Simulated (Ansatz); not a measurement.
**HfO₂ (model structure, started from the CdCl2 type, Fm-3m, No. 225, 3 atoms in the cell; like a known high-temperature phase)**

All values below come from PBE (Ansatz, a program for electronic structure, PAW).

Numerical settings: plane-wave cutoff 500 eV, 16×16×16 k mesh, Fermi–Dirac smearing 0.05 eV, scalar-relativistic PAW data made under PBE.

Cell (relaxed at this level):

```cif
data_Hf4O8
_chemical_formula_sum 'Hf4 O8'
_space_group_name_H-M_alt 'Fm-3m'
_space_group_IT_number 225
_space_group_name_Hall '-F 4 2 3'
_cell_length_a 5.09719
_cell_length_b 5.09719
_cell_length_c 5.09719
_cell_angle_alpha 90.000
_cell_angle_beta 90.000
_cell_angle_gamma 90.000
loop_
_atom_site_label
_atom_site_type_symbol
_atom_site_symmetry_multiplicity
_atom_site_Wyckoff_symbol
_atom_site_fract_x
_atom_site_fract_y
_atom_site_fract_z
_atom_site_occupancy
Hf1 Hf 4 a 0.00000 0.00000 0.00000 1
O1 O 8 c 0.25000 0.25000 0.25000 1
```
(The calculation used a cell of 3 atoms; values per cell refer to that cell.)

```json
{
  "band_gap": "3.75 eV (on the SCF k mesh)"
}
```

Note: held by symmetry at 0 K, a high-temperature phase can be a saddle point.

Spin–orbit coupling is not included.

Static lattice: no zero-point or thermal effects.

Computing time: around 40 core-seconds (rough).

A model structure was made by putting elements into a prototype or built by hand; it is no filed structure, need not be a known phase, and can be a saddle point held by its symmetry.
